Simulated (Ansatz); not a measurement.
**TaAs2 (space group C2/m, No. 12; a cell from a computed database, its experimental status unchecked)**

TaAs2 has the monoclinic space group C2/m (No. 12), Pearson symbol mS12. Cell: a = 9.3332 Å, b = 3.3691 Å, c = 7.7466 Å, α = γ = 90.00°, β = 119.66°. Ta on 4i is surrounded by 8 As at 2.648–2.715 Å and 1 Ta at 2.994 Å and 2 Ta at 3.369 Å. As1 on 4i sees 1 As at 2.437 Å and 2 As at 2.841 Å and 3 Ta at 2.648–2.653 Å. As2 on 4i sees 5 Ta at 2.690–2.715 Å. (Neighbours: up to the widest gap in distance over summed covalent radii, below 1.35, at either atom; cation-cation and far metal-metal contacts left out.)
(The calculation used a cell of 6 atoms; values per cell refer to that cell.)

Method: PBEsol/PAW in Ansatz (a program for electronic structure), scalar-relativistic without spin-orbit coupling. Settings: 15×15×7 k-points, 0.05 eV Fermi–Dirac smearing.

- Volume per atom: 17.64 Å³
- Density: 10.38 g/cm³
- Band gap: zero
- Total energy: -6478.044 eV/atom (σ→0; compares only within this code and set-up)

Spin-orbit coupling, missing from the scalar runs, can matter with Ta. Whether these cells are dynamically stable was not tested. The final runs are not spin-polarised. The zero or small gap of TaAs2 can change with the level of theory.
